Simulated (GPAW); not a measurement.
GPAW run on SrSi2Ag2 (P1, 5 atoms in the cell): self-consistent single point.

Method: LDA (Perdew-Wang 92), GPAW PAW datasets LDA (gpaw-data 1.0.1) (plane waves; GPAW).

```
Sr(SiAg)2
1.0
   -2.19176     2.19176     5.25626
    2.19176    -2.19176     5.25626
    2.19176     2.19176    -5.25626
Sr Si Ag
1 2 2
Cartesian
  0.01533  -0.01970  -0.02842
  0.02119   0.04594   6.45063
  0.01146   0.03644   4.10420
 -0.01668   2.14464   2.58445
  2.16046  -0.01557   2.65790
```

Reference input (self-consistent single point, DFT PBEsol, plane waves, GPAW PAW datasets PBEsol (made by gpaw-setup)): mode = pw; ecut = 550 eV; xc = PBEsol; kpts = 4 4 6; mesh shift (steps) = 0 0 0; occupations.name = fermi-dirac; occupations.width = 0.05 eV; nbands = -11; convergence.forces = 0.001 eV/Å; symmetry.symmorphic = false; symmetry.tolerance = 0.0005; maxiter = 120. This run's input differs from it in these lines:

```diff
@@ -16,3 +16,3 @@
 calc = GPAW(mode={'name': 'pw', 'ecut': 550},
-            xc='PBEsol',
+            xc='LDA',
             kpts={'size': (4, 4, 6), 'gamma': True},
```

Its files differ too (potentials: GPAW PAW datasets LDA (gpaw-data 1.0.1)).

Log, with long lists cut:

```
     iter     time        total  log10-change:
                         energy   eigst   dens  force
iter:   1 --:--:--   -25.900574
iter:   2 --:--:--   -25.101910   -1.58  -1.29
iter:   3 --:--:--   -23.628837   -1.35  -1.35
iter:   4 --:--:--   -23.662003   -2.73  -1.63
iter:   5 --:--:--   -23.552344   -2.63  -1.69
iter:   6 --:--:--   -23.544017   -3.99  -2.26
iter:   7 --:--:--   -23.531465c  -3.60  -2.33
iter:   8 --:--:--   -23.531530c  -5.21  -3.12
iter:   9 --:--:--   -23.531231c  -5.02  -3.07
iter:  10 --:--:--   -23.531207c  -5.84  -3.40
iter:  11 --:--:--   -23.531204c  -7.31  -3.47
iter:  12 --:--:--   -23.531197c  -6.04  -3.51
iter:  13 --:--:--   -23.531195c  -7.31  -4.02c
iter:  14 --:--:--   -23.531192c  -6.72  -4.07c
iter:  15 --:--:--   -23.531193c  -7.71c -4.29c
iter:  16 --:--:--   -23.531193c  -8.28c -4.31c -2.75
iter:  17 --:--:--   -23.531191c  -7.97c -4.38c -2.37
iter:  18 --:--:--   -23.531190c  -8.70c -4.71c -2.80
iter:  19 --:--:--   -23.531190c  -9.08c -4.81c -3.30c
Converged after 19 iterations.

Dipole moment: (-1.368305, -0.450979, 2.564737) |e|*Ang

Energy contributions relative to reference atoms: (reference = -391043.225937)

Kinetic:         -0.831999
Potential:       +1.082997
External:        +0.000000
XC:             -23.853519
Entropy (-ST):   -0.009311
Local:           +0.075986
SIC:             +0.000000
--------------------------
Free energy:    -23.535846
Extrapolated:   -23.531190

Showing only first 2 kpts
 Kpt  Band  Eigenvalues  Occupancy
  0    24      6.00325    2.00000
  0    25      7.33545    0.00005
  0    26      7.49395    0.00000
  0    27      7.74346    0.00000

  1    24      5.95774    2.00000
  1    25      6.15546    2.00000
  1    26      6.46896    1.99775
  1    27      9.60360    0.00000

Fermi level: 6.80843

No gap
   [... lines left out ...]
Energy (eV): -23.53119

Forces in eV/Ang:
  0 Sr   -0.03496    0.17151    0.11655
  1 Si   -0.12320   -0.22531    0.07219
  2 Si   -0.08653   -0.24615   -0.27158
  3 Ag    0.11741    0.18280    0.13348
  4 Ag    0.12789    0.11683   -0.05133

Stress tensor:
     0.030164     0.000495     0.000588
     0.000495     0.029433    -0.000051
     0.000588    -0.000051     0.030095
Stress (GPa, Voigt): [ 4.8328  4.7157  4.8218 -0.0082  0.0943  0.0793]
```

The run converged in 19 iterations. GPAW prints stress with tension positive. Against the reference run the pressure goes from -2.20 to -4.79 GPa and the largest force goes from 0.345 to 0.377 eV/Å.

The starting cell comes from a database of computed structures (which also holds hypothetical and non-ambient phases and stackings), without a prior relaxation at this level. Its atoms were displaced at random from the sites of space group no. 139. With a pressure of about -5 GPa the cell is away from its equilibrium volume at this level.

Cost on one core of a shared machine: roughly 2 min.
